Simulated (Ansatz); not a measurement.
# Migration barriers: Mg vacancy in rutile-type MgF2, charge state -2

Defect migration in rutile-type MgF2: Mg vacancy, charge state -2. Method: PBE, PAW (plane waves to 420 eV; Ansatz, a first-principles code).

72-site cell at the relaxed PBE lattice, the Γ point alone, smearing 0.01 eV, spin-restricted, no finite-size correction. Energies are static. The charge state is imposed; whether it is stable for some Fermi level was not computed. Forms of the defect that were not tried may lie lower.

Barriers: single points on a 2×2×2 k-point mesh shifted by half a step at the bands' geometries.

| Route | Start site over the lowest site run (eV) | Hop (Å) | Forward barrier (eV) | Backward barrier (eV) | Neighbours at the start | Neighbours at the saddle | Saddle order | Forward, on the band's own sampling (eV) |
|---|---|---|---|---|---|---|---|---|
| a nearby Mg atom hops onto the vacant site | 0.00 | 2.94 | 1.22 | 1.22 | 2 F at 1.90, 2 F at 2.05, 2 F at 2.08 Å | 2 F at 1.80, F at 1.94, F at 2.18 Å | first order | 1.22 |
| a nearby Mg atom hops onto the vacant site | 0.00 | 3.59 | 1.43 | 1.43 | F at 1.90, F at 2.00, 2 F at 2.03, 2 F at 2.08 Å | F at 1.76, 2 F at 1.90 Å | first order | 1.43 |

Paths come from climbing-image nudged elastic band runs. Of the routes that converged and passed our checks, the lowest saddle point lies 1.22 eV above the lowest of the sites run (a nearby Mg atom hops onto the vacant site); other sites, such as split forms, and other routes may lie lower. 

The whole set of runs took around 1.5 core-hours (rough).
